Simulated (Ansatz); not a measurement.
Element substitutions in FeCo

The reference is FeCo in the CsCl type structure (space group Pm-3m, No. 221; a = 2.8001 Å; ferromagnetic).

Each row replaces one element on all its sites; cell and atoms are relaxed.

Method: plane-wave PAW DFT at the PBEsol level (Ansatz, an electronic-structure program, 420 eV), without spin-orbit coupling, earlier PAW set.

```json
[
 {"variant": "base", "shortest interatomic distance": "2.425 Å", "largest site moment": "2.71 μB", "magnetic state": "ferromagnetic"},
 {"variant": "Fe → P", "shortest interatomic distance": "2.397 Å", "largest site moment": "0.00 μB", "magnetic state": "non-magnetic"},
 {"variant": "Fe → Al", "shortest interatomic distance": "2.444 Å", "largest site moment": "0.00 μB", "magnetic state": "non-magnetic"},
 {"variant": "Co → Al", "shortest interatomic distance": "2.464 Å", "largest site moment": "0.70 μB", "magnetic state": "ferromagnetic"}
]
```

Other magnetic orders, which the real material may have, were not ruled out. Stability against distortions was not tested. As relaxed here, CoP is a hypothetical phase, not in the database extracts checked. Seeded moments were not kept for Fe → P and Fe → Al. Spin-polarised in the final run: base and AlFe; the other runs are not.
